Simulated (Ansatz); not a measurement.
Consider ScCu2 (space group I4/mmm, No. 139; a = 3.251 Å, c = 8.242 Å; a cell from a computed database, its experimental status unchecked). Axes: x, y, z lie along a, b, c of the conventional cell.

The values are results of PBEsol (Ansatz, a quantum-chemistry and plane-wave program; PAW; 420 eV plane waves; spin-orbit coupling left out), not measurements.

Strains are applied to the cell and any free atomic positions relax; under stress the whole cell relaxes.

One change was made to it. Results:

The shortest interatomic distance rises by 0.020 Å (2.617 Å → 2.637 Å); the energy grows by 2.9 meV/atom.

Problem. What was done to the base?
A. tensor shear ε_xy = −0.55 %
B. uniaxial stress, 3 GPa compression along z
C. isotropic strain +2.84 %

Solution. B, uniaxial stress, 3 GPa compression along z. For comparison, the energy relative to the base in the other runs: isotropic strain +2.84 % gives +35 meV/atom; tensor shear ε_xy = −0.55 % gives +0.6 meV/atom.

Without a gap, meshes like the base's 20×20×20 leave anisotropic stresses uncertain by several tenths of a GPa, and small strain energies with them. Stability under load was not tested beyond the relaxation. The final runs are not spin-polarised.
